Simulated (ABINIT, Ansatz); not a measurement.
An Ansatz (a quantum-chemistry and plane-wave program) input for a self-consistent single point of TlCl (Fm-3m, 2 atoms in the cell) (DFT, LDA (PW92) with spin-orbit coupling, plane waves, default PAW files made with PBE):

Ansatz 0.2 input:
```yaml
# TlCl
crystal:
  lattice:
    - [0.000000, 3.219550, 3.219550]
    - [3.219550, 0.000000, 3.219550]
    - [3.219550, 3.219550, 0.000000]
  atoms:
    - { symbol: Tl, position_ang: [0.000000, 0.000000, 0.000000] }
    - { symbol: Cl, position_ang: [3.219550, 3.219550, 3.219550] }
basis:
  ecutwfc: 30.9 Ry
kpoints:
  mp_grid: { grid: [5, 5, 5] }
hamiltonian:
  xc: lda
  pseudopotentials: { kind: paw }
magnetization:
  noncollinear: true
  spin_orbit: true
scf:
  occupations: { method: fermi_dirac, width: 0.0007 Ry }
output:
  forces: true
  eigenvalues: true
  stress: true
```

### Question
Give the ABINIT input for the same structure, mesh, smearing and functional.

### Answer
This is the input that was run; spellings and numerical settings could be chosen otherwise.

```
# TlCl, JTH v2.0 LDA PAW
pp_dirpath "./"
pseudos "Tl.LDA_PW-JTH.xml, Cl.LDA_PW-JTH.xml"
acell 3*1.0 Angstrom
rprim
         0.0000000000    3.2195500000    3.2195500000
         3.2195500000    0.0000000000    3.2195500000
         3.2195500000    3.2195500000    0.0000000000
natom 2
ntypat 2
znucl 81 17
typat 1 2
xcart
         0.0000000000    0.0000000000    0.0000000000
         3.2195500000    3.2195500000    3.2195500000
      Angstrom
ecut 26 Ha
pawecutdg 52 Ha
pawxcdev 0
nspinor 2
nspden 1
occopt 3
tsmear 0.01 eV
nband 34
kptopt 4
ngkpt 5 5 5
nshiftk 1
shiftk 0 0 0
nstep 100
tolvrs 1.0e-11
prtwf 0
prtden 0
enunit 1
```

Basis, cutoffs, solver keys and any potentials are the target program's own. This input uses DFT, LDA (PW92), spin-orbit coupling, plane waves, PAW (JTH v2.0 LDA PAW). LDA parametrisations can differ slightly between programs. The width in Ry is rounded to four decimals. Both were run: pressure -2.75 GPa in Ansatz and -2.95 in ABINIT; gap on the mesh 2.523 eV in Ansatz and 2.577 in ABINIT. Ansatz's pressure is the one without its finite-basis correction.

On ABINIT: the starting cell comes from a database of computed structures (which also holds hypothetical and non-ambient phases and stackings), without a prior relaxation at this level.

On Ansatz: the starting cell comes from a database of computed structures (which also holds hypothetical and non-ambient phases and stackings), without a prior relaxation at this level.
